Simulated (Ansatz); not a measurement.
**GaAs (model structure, started from the BeO type, P4₂/mnm, No. 136, 8 atoms in the cell): equilibrium lattice constant a by level of theory**

No measured value is used here.

```csv
level (code),value (Å)
LDA (Ansatz),(withheld)
PBE (Ansatz),7.025
PBEsol (Ansatz),(withheld)
PBE-D3(BJ) (Ansatz),6.932
r²SCAN (Ansatz),6.923
r²SCAN+rVV10 (Ansatz),6.894
```

**Question.** Some entries are withheld; supply them.

**Answer.** 
- LDA (Ansatz, a first-principles code), value (Å): 6.847
- PBEsol (Ansatz), value (Å): 6.918

Cutoffs differ between the levels. Ansatz's density-functional and Hartree–Fock values are scalar-relativistic unless marked +SOC, with PAW data made under PBE.

A model structure was made by putting elements into a prototype or built by hand; it is no filed structure, need not be a known phase, and can be a saddle point held by its symmetry.
